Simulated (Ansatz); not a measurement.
Data:

```yaml
crystal:
  lattice:
    - [3.60815, 0.00000, 0.00000]
    - [0.00000, 3.60815, 0.00000]
    - [0.00000, 0.00000, 3.60815]
  atoms:
    - { symbol: Lu, position: [0.50000, 0.50000, 0.50000] }
    - { symbol: Cd, position: [0.00000, 0.00000, 0.00000] }
```

All values below come from PBEsol, DFPT electron-phonon coupling, linearised Boltzmann equation (plane waves, PAW, scalar-relativistic; Ansatz, a quantum-chemistry and plane-wave program). Cell: relaxed with this functional, without spin-orbit coupling.

Predict the intrinsic resistivity at 300 K.

20 μΩ·cm.

How long is the mean free path there?

6.2 nm, weighted by the current that each state carries. Wires not much wider than this gain resistivity from their walls.

A metal at this level (no band gap). Only scattering by harmonic phonons is included (no impurities, grain boundaries, electron-electron scattering or thermal expansion). Spin-orbit coupling is left out, which matters with elements this heavy. Halving the electron mesh (24x24x24) moves the resistivity by up to 13 % at 300 K, the mean free path by up to 2 %. Smearing 0.20 eV; phonons on a 4x4x4 q mesh, which this run doesn't test.

Computed structure, not matched to a measured one here, so possibly hypothetical: LuCd (Pm-3m).
